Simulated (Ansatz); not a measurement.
Take MoS$_{2}$ (space group P6_3/mmc, No. 194; layered, stacked along the Cartesian z axis) as the base.

```yaml
crystal:
  lattice:
    - [3.10900, 0.00000, 0.00000]
    - [-1.55450, 2.69247, 0.00000]
    - [0.00000, 0.00000, 11.70898]
  atoms:
    - { symbol: Mo, position: [0.66667, 0.33333, 0.25000] }
    - { symbol: Mo, position: [0.33333, 0.66667, 0.75000] }
    - { symbol: S, position: [0.66667, 0.33333, 0.88351] }
    - { symbol: S, position: [0.33333, 0.66667, 0.38351] }
    - { symbol: S, position: [0.33333, 0.66667, 0.11649] }
    - { symbol: S, position: [0.66667, 0.33333, 0.61649] }
```

Cartesian axes are those of the cell as printed.

Calculations: Ansatz (a program for electronic structure), PBEsol-D3(BJ), PAW, cutoff 420 eV, no SOC.

Base values:

| Property | Result |
|---|---|
| Pressure | 0.00 GPa |
| Valence-band top at Γ | 0.00, -0.96, -1.60 eV |

Now apply this change: uniaxial strain ε_xx = +2.40 %, all other strain components held at zero; the atoms relax in the strained cell.

**Question.** Estimate the effect on the pressure and valence-band top at Γ.

**Answer.** The pressure (mean of the normal stresses, compression positive) goes from zero to -2.46 GPa; the valence-band top at Γ (three highest levels, from the VBM) becomes 0.00, -0.94, -1.48 eV (base: 0.00, -0.96, -1.60 eV).

The levels and masses belong to the bands next to the band gap. Stability against distortions was not tested.
